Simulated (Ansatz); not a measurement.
Base system: Ru in the hcp (Mg type) structure (space group P6_3/mmc, No. 194; a = 2.691 Å, c = 4.249 Å; relaxed with 0.1 eV smearing). Axes: x lies along a and z along c of the hexagonal cell.

All numbers come from Ansatz (a first-principles code), PBEsol, PAW, cutoff 420 eV, without spin-orbit coupling.

Before the change:

- Band gap: zero
- Pressure: 0.0 GPa
- Shortest interatomic distance: 2.632 Å

It is then changed as follows: uniaxial strain ε_zz = +1.50 %, all other strain components held at zero; the atoms relax in the strained cell.

Question: Predict the new energy relative to the base.

Answer: The energy rises by 6.4 meV/atom.

Question: How does this affect the band gap?

Answer: The band gap remains zero.

Question: Predict the new pressure.

Answer: The pressure (mean of the normal stresses, compression positive) goes from zero to -5.1 GPa.

Question: What does the calculation give for the shortest interatomic distance after the change?

Answer: The shortest interatomic distance grows by 0.026 Å to 2.658 Å.

Stability against distortions was not tested. All final runs are without spin polarisation.
